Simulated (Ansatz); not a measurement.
Checking a run of Ansatz (a program for electronic structure) on BaZrO3 (Pm-3m, 5 atoms in the cell). The aim is a self-consistent single point with DFT, PBE, plane waves, default PAW files.

Cell that was meant: a = 4.2971 Å, b = 4.2971 Å, c = 4.2971 Å, α = 90.00°, β = 90.00°, γ = 90.00°.

Part of the input:

```yaml
# BaZrO3
crystal:
  lattice:
    - [8.12026500, 0.00000000, 0.00000000]
    - [0.00000000, 8.12026500, 0.00000000]
    - [0.00000000, 0.00000000, 8.12026500]
  atoms:
    - { symbol: Ba, position: [0.00000000, 0.00000000, 0.00000000] }
    - { symbol: Zr, position: [0.50000000, 0.50000000, 0.50000000] }
```

Log, with long lists cut:

```
WARN basis.ecutwfc = 420 eV, the default
WARN ansatz: RAYON_NUM_THREADS=1 ignored (pool sized by the plan → 1); use --threads N
   [... lines left out ...]
Symmetry: 48 space group operations
Space group: Pm-3m (ITA 221), of the structure as read, at distance tolerance 8.1e-5 Å
k-points: 20 of 512
Initial density: superposition of atomic densities (neutral atoms: chi_scale 0, normalization atom), corrected by the library's trained network
Initial wavefunctions: pseudopotential atomic-orbital guess
Eigensolver: davidson
Functional: x = pbe(κ = 0.804, μ = 0.2195149727645171), c = pbe(β = 0.06672455060314922)
SCF iter   1: F=—  HF=-11817.654985 eV  |F-HF|=—  |Δ(HF+E_count)|=         —  Δρ=5.81e-2  dr2=4.10e1  ethr=1.77e-3  ⟨swp⟩=11.8  Hψ=2664  notcnv=0
all-band conjugate gradients solve this SCF's bands
preconditioner: auto → Resta (q_TF=auto, 1.771 Å⁻¹)
SCF iter   2: F=—  HF=-11860.239066 eV  |F-HF|=—  |Δ(HF+E_count)|=    4.26e1  Δρ=2.16e-1  dr2=6.33e2  ethr=1.77e-3  ⟨swp⟩=6.7  Hψ=1784  notcnv=0  defer=10  recentre
   [... lines left out ...]
SCF iter  28: F=—  HF=-11813.845441 eV  |F-HF|=—  |Δ(HF+E_count)|=   1.04e-5  Δρ=2.51e-5  dr2=8.88e-6  ethr=1.79e-7  ⟨swp⟩=1.6  Hψ=627  notcnv=0
SCF iter  29: F=—  HF=-11813.845442 eV  |F-HF|=—  |Δ(HF+E_count)|=   9.17e-8  Δρ=4.05e-6  dr2=2.30e-7  ethr=2.22e-8  ⟨swp⟩=1.4  Hψ=617  notcnv=0
SCF iter  30: F=-11813.845441 eV  HF=-11813.845442 eV  |F-HF|=2.55e-8  |Δ(HF+E_count)|=   1.91e-8  Δρ=1.55e-6  dr2=2.77e-8  ethr=2.50e-10  ⟨swp⟩=7.5  Hψ=3067  notcnv=0
SCF 1 converged in 30 iterations: F = -11813.845441 eV  dr2 = 2.77e-8
Free energy (F): -11813.845441 eV
Internal energy: -11813.843615 eV  (E = F + TS)
E sigma→0 (E₀):  -11813.844528 eV
Entropy (-TS):   -0.001827 eV (-0.365 meV/atom)
Fermi energy:    -1.683990 eV
--- Forces (eV/Å), atoms counted from 1 ---
  atom   1  Ba    -0.00000000     0.00000000     0.00000000
   [... zero for the other atoms too ...]
--- Stress (GPa, compression-positive) ---
       -3.027220       0.000000       0.000000
        0.000000      -3.027220       0.000000
        0.000000       0.000000      -3.027220
  P = ⅓ Tr σ = -3.0272 GPa (-30.272 kbar)
  The stress holds the Pulay correction. Without it, at fixed plane waves, as pw.x and ABINIT print it: P = -3.0959 GPa
```

**Question.** Can these results be used? Check the input.

**Answer.** The run is not sound. The fault is this: lattice typed in bohr, read as angstrom. 1 bohr is 0.529 Å, so a mix-up scales every length by 1.89 or 0.529 and the volume by 6.75 or 0.148. To fix it, give the lengths in the unit that the key or card expects. The run converged in 30 iterations without an error; against the sound input the free energy rises by 6.15 eV/atom, the pressure goes from -6.60 to -3.03 GPa and no clean gap remains on the mesh (levels overlap or are partly filled), against 3.25 eV before.

An input that runs soundly differs in these lines (not the only fix; some lines may just follow from the change or write a value another way):
```diff
-    - [8.12026500, 0.00000000, 0.00000000]
-    - [0.00000000, 8.12026500, 0.00000000]
-    - [0.00000000, 0.00000000, 8.12026500]
+    - [4.29705900, 0.00000000, 0.00000000]
+    - [0.00000000, 4.29705900, 0.00000000]
+    - [0.00000000, 0.00000000, 4.29705900]
```

With that input, the run converged in 6 iterations: free energy E − TS (on the zero of these files) -11844.6129 eV; top of the valence band (on the code's own zero) 8.85 eV; gap on the k-point mesh 3.25 eV; pressure -6.60 GPa (DFT, PBE, plane waves, default PAW files).

On the sound input: the starting cell comes from a database of computed structures (which also holds hypothetical and non-ambient phases and stackings), without a prior relaxation at this level. Its lattice was rescaled by a random factor within 2.5 % of one. With a pressure of about -7 GPa the cell is away from its equilibrium volume at this level. Ansatz's pressure includes its estimate of the finite-basis (Pulay) stress. The shifted mesh does not hold Γ, so a gap read on it misses any band edge there.

Keys are those of Ansatz 0.2.
